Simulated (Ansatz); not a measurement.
End structure of H2O on the (000-1) surface of 4H silicon carbide (H on every top atom; a constructed slab, bottom: 1 H on 1 bottom sites), one in a cell of 33 Å², started at the site 'top H':

Host crystal: 4H silicon carbide, with a band gap (PBE, scalar-relativistic without spin-orbit coupling).

```
CELL_PARAMETERS angstrom
      6.18818     0.00000     0.00000
     -3.09409     5.35912     0.00000
      0.00000     0.00000    30.00000
ATOMIC_POSITIONS crystal
  Si 0.33333 0.16667 0.36876
  Si 0.33333 0.66667 0.36876
  Si 0.83333 0.16667 0.36876
  Si 0.83333 0.66667 0.36876
  C  0.00000 0.00000 0.38990
  C  0.00000 0.50000 0.38990
  C  0.50000 0.00000 0.38990
  C  0.50000 0.50000 0.38990
  Si 0.00000 0.00000 0.45303
  Si 0.00000 0.50000 0.45303
  Si 0.50000 0.00000 0.45303
  Si 0.50000 0.50000 0.45303
  C  0.16667 0.33333 0.47405
  C  0.16667 0.83333 0.47405
  C  0.66667 0.33333 0.47405
  C  0.66667 0.83333 0.47405
  Si 0.16659 0.33327 0.53742
  Si 0.16659 0.83330 0.53741
  Si 0.66651 0.33325 0.53743
  Si 0.66649 0.83323 0.53742
  C  0.99980 0.99988 0.55866
  C  0.99987 0.49993 0.55871
  C  0.49990 0.99992 0.55871
  C  0.49989 0.49994 0.55873
  Si 0.00003 0.00000 0.62178
  Si 0.99995 0.49996 0.62185
  Si 0.49954 0.99989 0.62189
  Si 0.49953 0.49962 0.62190
  C  0.33292 0.16642 0.64175
  C  0.33312 0.66657 0.64177
  C  0.83313 0.16651 0.64171
  C  0.83315 0.66661 0.64172
  H  0.33333 0.16667 0.31875
  H  0.33333 0.66667 0.31875
  H  0.83333 0.16667 0.31875
  H  0.83333 0.66667 0.31875
  H  0.33045 0.16466 0.67863
  H  0.33272 0.66637 0.67863
  H  0.83444 0.16596 0.67859
  H  0.83452 0.66858 0.67860
  O  0.41535 0.18754 0.77075
  H  0.57373 0.28175 0.75539
  H  0.42639 0.05220 0.78480
```

Set-up: 43 atoms, 10.8 Å thick at the start with caps and adatoms under the adsorbate (thin: gaps and levels are the slab's own); mesh 4x4x1; 0.01 eV smearing; dipole correction on; 20 atoms held, the rest relaxed; no symmetry held; no spin, no spin-orbit, no U, no dispersion correction. At the end no host atom lies within bonding distance. In PBE it is, or lies within 0.03 eV of, the lowest of the starts that converged.

A negative adsorption energy means that the adsorbate is more stable on the surface than in its reference.

Problem. What change of the step from the bottom to the top vacuum level, against the clean slab does PBE in Ansatz (a quantum-chemistry and plane-wave program) give?

Solution. 0.053 eV

Problem. Predict the adsorption energy against H2O(g) from PBE.

Solution. -0.049 eV
